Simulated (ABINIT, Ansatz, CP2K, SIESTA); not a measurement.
## One structure in several programs: Mg₃Sc (Pm-3m, 4 atoms in the cell)

Self-consistent single point.

```xyz
4
Lattice="4.6255 0.0000 0.0000 0.0000 4.6255 0.0000 0.0000 0.0000 4.6255" Properties=species:S:1:pos:R:3 pbc="T T T"
Mg     2.3128     2.3128     0.0000
Mg     0.0000     2.3128     2.3128
Mg     2.3128     0.0000     2.3128
Sc     0.0000     0.0000     0.0000
```

Shared settings, as Ansatz (an electronic-structure program) writes them: kpoints.mp_grid.grid = 10 10 10; scf.occupations.method = fermi_dirac; scf.occupations.width = 0.05 eV. Potentials and cutoffs stand in the table.

```json
[
 {"code": "SIESTA", "model": "LDA PW92, numerical atomic orbitals TZP, PseudoDojo LDA standard norm-conserving potentials (rewritten from UPF to PSML)", "pressure (GPa)": "-3.84", "cutoff": "grid 400 Ry"},
 {"code": "ABINIT", "model": "LDA (PW92), norm-conserving pseudopotentials (PseudoDojo nc-sr-04 LDA standard)", "pressure (GPa)": "-5.06", "cutoff": "42 Ha"},
 {"code": "CP2K", "model": "LDA (Pade form), GPW, DZVP-MOLOPT-SR-GTH basis, GTH-PADE potentials (GTH_POTENTIALS)", "pressure (GPa)": "-4.29", "cutoff": "grid 1000 Ry"},
 {"code": "Ansatz", "model": "LDA (PW92), PAW files made with PBE", "pressure (GPa)": "-5.10", "cutoff": "default"}
]
```

The spread over the programs that give each value: pressure within 1.26 GPa.

SIESTA and CP2K use small atom-centred bases, whose incompleteness enters pressures, forces and empty levels differently from a plane-wave cutoff. Ansatz's pressure is given at a fixed set of plane waves, as the other plane-wave codes print theirs. In the pressure, SIESTA (by 1.24) lies more than 1 GPa from the median of the plane-wave programs.

The starting cell comes from a database of computed structures (which also holds hypothetical and non-ambient phases and stackings), without a prior relaxation at this level. Its lattice was rescaled by a random factor within 2.5 % of one.

Left out of this page: FLEUR (not drawn, or without a comparable value).

Keys are those of Ansatz 0.2.
